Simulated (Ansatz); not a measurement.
**Os vacancy + H interstitial + H interstitial in hcp Os**

Computed with PBE, PAW (plane waves to 420 eV; Ansatz, a first-principles code). Cell and caveats: 48-site cell; 4×4×4 shifted k-points; start: the Os site; off centre in the vacancy; off centre in the vacancy; finite-size errors of tenths of an eV; the relaxation kept the symmetry of the starting site; relaxed from one start, so a lower configuration may exist; flagged in the runs: a host that isn't quite at rest in this cell.

Neighbours after relaxation, in Å: of the emptied site: H 1.24, H 1.25; of the H atom: Os 1.77, Os 1.83, H 2.17, Os 2.61, Os 2.62, Os 2.63, Os 2.65; of the H atom: Os 1.78, Os 1.81, H 2.17, Os 2.61, Os 2.62, Os 2.64, Os 2.65.

Formation energies E_f are those of the neutral cell. Chemical conditions: host crystal and elements as references (Δμ(Os) = 0.00 eV, Δμ(H) = 0.00 eV; H taken from its element, since no compound that bounds it was computed at this level; only phases computed here count, gases as isolated molecules at 0 K). Reference phases: H: H2 molecule in a box, Os: hcp Os.

The name describes the start; the neighbours show where the atoms ended.

| charge | moment (μB) | largest move off a lattice site (Å) | E_f, host crystal and elements as references (eV) |
|---|---|---|---|
| 0 | not spin-polarised | 0.04 | 3.18 |

Flagged in the runs: a host that isn't quite at rest in this cell.
